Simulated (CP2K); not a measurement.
# CP2K run on SrTiO3 (Pm-3m, 5 atoms in the cell): self-consistent single point

Computed with CP2K with PBE, GPW, DZVP-MOLOPT-SR-GTH basis, GTH-PBE potentials (GTH_POTENTIALS).

Input:

```
&GLOBAL
  PROJECT scf
  RUN_TYPE ENERGY_FORCE
  PRINT_LEVEL MEDIUM
&END GLOBAL
&FORCE_EVAL
  METHOD Quickstep
  STRESS_TENSOR ANALYTICAL
  &DFT
    BASIS_SET_FILE_NAME BASIS_MOLOPT
    POTENTIAL_FILE_NAME GTH_POTENTIALS
    &QS
      METHOD GPW
      EPS_DEFAULT 1E-10
    &END QS
    &MGRID
      CUTOFF 600
      REL_CUTOFF 40
      NGRIDS 5
    &END MGRID
    &SCF
      SCF_GUESS ATOMIC
      EPS_SCF 1E-7
      MAX_SCF 100
      ADDED_MOS 8
      &DIAGONALIZATION
        ALGORITHM STANDARD
      &END DIAGONALIZATION
      &MIXING
        METHOD BROYDEN_MIXING
        ALPHA 0.3
        NBUFFER 10
        BETA 1.5
      &END MIXING
      &SMEAR ON
        METHOD GAUSSIAN
        SIGMA [eV] 0.01
      &END SMEAR
    &END SCF
    &KPOINTS
      SCHEME MONKHORST-PACK 4 4 4
      GAMMA_CENTERED T
    &END KPOINTS
    &XC
      &XC_FUNCTIONAL PBE
      &END XC_FUNCTIONAL
    &END XC
    &PRINT
      &MO
        EIGENVALUES T
        OCCUPATION_NUMBERS T
        NDIGITS 8
        FILENAME mo
        &EACH
          QS_SCF 0
        &END EACH
        ADD_LAST NUMERIC
      &END MO
      &MULLIKEN ON
      &END MULLIKEN
    &END PRINT
  &END DFT
  &SUBSYS
    &CELL
      A 3.98899800 0.00000000 0.00000000
      B 0.00000000 3.98899800 0.00000000
      C 0.00000000 0.00000000 3.98899800
      PERIODIC XYZ
    &END CELL
    &COORD
      SCALED
      Sr       0.00000000     0.00000000     0.00000000
      Ti       0.50000000     0.50000000     0.50000000
      O        0.50000000     0.00000000     0.50000000
      O        0.00000000     0.50000000     0.50000000
      O        0.50000000     0.50000000     0.00000000
    &END COORD
    &KIND Sr
      BASIS_SET DZVP-MOLOPT-SR-GTH-q10
      POTENTIAL GTH-PBE-q10
    &END KIND
    &KIND Ti
      BASIS_SET DZVP-MOLOPT-SR-GTH-q12
      POTENTIAL GTH-PBE-q12
    &END KIND
    &KIND O
      BASIS_SET DZVP-MOLOPT-SR-GTH-q6
      POTENTIAL GTH-PBE-q6
    &END KIND
  &END SUBSYS
  &PRINT
    &FORCES ON
    &END FORCES
    &STRESS_TENSOR ON
    &END STRESS_TENSOR
  &END PRINT
&END FORCE_EVAL
```

Output (repeated stretches shortened):

```
 GLOBAL| Method name                                                        CP2K
 GLOBAL| Project name                                                        scf
 GLOBAL| Run type                                                   ENERGY_FORCE

 CELL| Volume [angstrom^3]:                                            63.473355
 CELL| Vector a [angstrom]:       3.989     0.000     0.000   |a| =     3.988998
 CELL| Vector b [angstrom]:       0.000     3.989     0.000   |b| =     3.988998
 CELL| Vector c [angstrom]:       0.000     0.000     3.989   |c| =     3.988998
 CELL| Angle (b,c), alpha [degree]:                                    90.000000
 CELL| Angle (a,c), beta  [degree]:                                    90.000000
 CELL| Angle (a,b), gamma [degree]:                                    90.000000
 CELL| Numerically orthorhombic:                                             YES
 CELL| Periodicity                                                           XYZ

 DFT| Spin restricted Kohn-Sham (RKS) calculation                            RKS
 DFT| Multiplicity                                                             1
 DFT| Number of spin states                                                    1
 DFT| Charge                                                                   0
 DFT| XC density smoothing                                                  NONE
 DFT| XC derivatives                                                          PW

 QS| Method:                                                                 GPW
 QS| Density plane wave grid type                        NON-SPHERICAL FULLSPACE
 QS| Number of grid levels:                                                    5
 QS| Density cutoff [a.u.]:                                                300.0
 QS| Multi grid cutoff [a.u.]: 1) grid level                               300.0
   [... lines left out ...]
 BRILLOUIN| Wavefunction type                                            COMPLEX
 BRILLOUIN| List of Kpoints [2 Pi/Bohr]                                       36
 BRILLOUIN| Number           Weight            X              Y              Z
 BRILLOUIN|     1           0.03125       -0.25000       -0.25000       -0.25000
 BRILLOUIN|     2           0.03125       -0.25000       -0.25000        0.00000
 BRILLOUIN|     3           0.03125       -0.25000       -0.25000        0.25000
   [... 33 lines left out ...]
 *******************************************************************************

 Extrapolation method: initial_guess

 Re-scaling the density matrix to get the right number of electrons
                  # Electrons              Trace(P)               Scaling factor
                           40                40.000                        1.000

 Number of electrons:                                                         40
 Number of occupied orbitals:                                                 20
 Number of molecular orbitals:                                                28

 Number of orbital functions:                                                 79
 Number of independent orbital functions:                                     79
 SCF WAVEFUNCTION OPTIMIZATION

  Step     Update method      Time    Convergence         Total energy    Change
     1 NoMix/Diag. 0.30E+00      -     1.99720738      -137.7557245296 -1.38E+02
     2 Broy./Diag. 0.30E+00      -     0.18627809      -134.5354914076  3.22E+00
     3 Broy./Diag. 0.30E+00      -     0.19593551      -136.8155959703 -2.28E+00
     4 Broy./Diag. 0.30E+00      -     0.05359624      -137.7085723429 -8.93E-01
     5 Broy./Diag. 0.30E+00      -     0.03696848      -137.2212888463  4.87E-01
     6 Broy./Diag. 0.30E+00      -     0.00673505      -137.3654199831 -1.44E-01
     7 Broy./Diag. 0.30E+00      -     0.01918194      -137.4096705802 -4.43E-02
   [... 8 lines left out ...]
    16 Broy./Diag. 0.30E+00      -     0.00000051      -137.3848627676  2.42E-05
    17 Broy./Diag. 0.30E+00      -     0.00000028      -137.3848623947  3.73E-07
    18 Broy./Diag. 0.30E+00      -     0.00000010      -137.3848630293 -6.35E-07
    19 Broy./Diag. 0.30E+00      -     0.00000012      -137.3848641027 -1.07E-06
    20 Broy./Diag. 0.30E+00      -     8.9056E-09      -137.3848644114 -3.09E-07
  *** SCF run converged in    20 steps ***

  Electronic density on regular grids:        -39.9999999996        0.0000000004
  Core density on regular grids:               39.9999999981       -0.0000000019
  Total charge density on r-space grids:       -0.0000000015
  Total charge density g-space grids:          -0.0000000015

  Overlap energy of the core charge distribution:               0.00000000000001
  Self energy of the core charge distribution:               -290.24744851121716
  Core Hamiltonian energy:                                     75.20474603709583
  Hartree energy:                                              99.98232188031652
  Exchange-correlation energy:                                -22.32448381761963
  Smearing free energy correction:                              0.00000000000000
  Fermi energy:                                                 0.28738675092511

  Total energy:                                              -137.38486441142442
  Total energy (extrapolated to sigma->0):                   -137.38486441142442

                     Mulliken Population Analysis

 #  Atom  Element  Kind  Atomic population                           Net charge
       1     Sr       1          8.623700                              1.376300
       2     Ti       2         11.369238                              0.630762
       3     O        3          6.669021                             -0.669021
       4     O        3          6.669021                             -0.669021
       5     O        3          6.669021                             -0.669021
 # Total charge                             40.000000                 -0.000000

 ENERGY| Total FORCE_EVAL ( QS ) energy [hartree]           -137.384864541785475

 FORCES| Atomic forces [hartree/bohr]
 FORCES|   Atom     x               y               z               |f|
 FORCES|      1 -5.63375266E-11 -5.63382630E-11 -5.63516992E-11   9.75880668E-11
 FORCES|      2  1.50410062E-09  1.50410210E-09  1.50409482E-09   2.60517620E-09
 FORCES|      3  7.50160648E-11  2.48926488E-10  7.50562761E-11   2.70601646E-10
 FORCES|      4  2.48933592E-10  7.50563481E-11  7.50087296E-11   2.70606168E-10
 FORCES|      5  7.50571275E-11  7.50081054E-11  2.48936165E-10   2.70608578E-10
 FORCES| Sum     1.84676988E-09  1.84675478E-09  1.84674429E-09
 FORCES| Total atomic force                                       3.19867577E-09

 STRESS| Analytical stress tensor [bar]
 STRESS|                        x                   y                   z
 STRESS|      x       -5.65523263480E+04   3.69767270020E-04   3.69768285886E-04
 STRESS|      y        3.69767270020E-04  -5.65523263480E+04   3.69766261083E-04
 STRESS|      z        3.69768285886E-04   3.69766261083E-04  -5.65523263479E+04
 STRESS| 1/3 Trace                                            -5.65523263479E+04
```

The run converged in 20 iterations.

The starting cell comes from a database of computed structures (which also holds hypothetical and non-ambient phases and stackings), without a prior relaxation at this level. Its lattice was rescaled by a random factor within 2.5 % of one. Values carry the incompleteness of an atom-centred basis. With a pressure of about -6 GPa the cell is away from its equilibrium volume at this level.

Cost on one core of a shared machine: roughly 50 s.
